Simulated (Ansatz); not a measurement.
Results of HSE06 (plane waves, PAW; Ansatz, a quantum-chemistry and plane-wave program) for PtCl2 (R-3m, No. 166).

Numerical settings: plane-wave cutoff 500 eV, 4×4×4 k mesh, gaussian smearing 0.02 eV, scalar-relativistic PAW data made under PBE.

Cell (relaxed with PBEsol):

```
CELL_PARAMETERS angstrom
      5.73172     3.30921     4.57465
     -5.73172     3.30921     4.57465
      0.00000    -6.61842     4.57465
ATOMIC_POSITIONS crystal
  Pt 0.00230 0.29600 0.00230
  Pt 0.00230 0.00230 0.29600
  Pt 0.29600 0.00230 0.00230
  Pt 0.99770 0.70400 0.99770
  Pt 0.70400 0.99770 0.99770
  Pt 0.99770 0.99770 0.70400
  Cl 0.28802 0.00449 0.28802
  Cl 0.28802 0.28802 0.00449
  Cl 0.00449 0.28802 0.28802
  Cl 0.71198 0.99551 0.71198
  Cl 0.99551 0.71198 0.71198
  Cl 0.71198 0.71198 0.99551
  Cl 0.28356 0.71644 0.00000
  Cl 0.00000 0.28356 0.71644
  Cl 0.71644 0.00000 0.28356
  Cl 0.71644 0.28356 0.00000
  Cl 0.00000 0.71644 0.28356
  Cl 0.28356 0.00000 0.71644
```

Q: Predict the band gap.

A: 
- band gap = 2.43 eV (on the SCF k mesh)

Note: the cell comes from a level without a dispersion term, which matters for the spacing of layers, chains or molecules; cell and atoms aren't relaxed at this level (pressure 1.4 GPa).

Spin–orbit coupling is not included.

Computed values are for the static lattice.
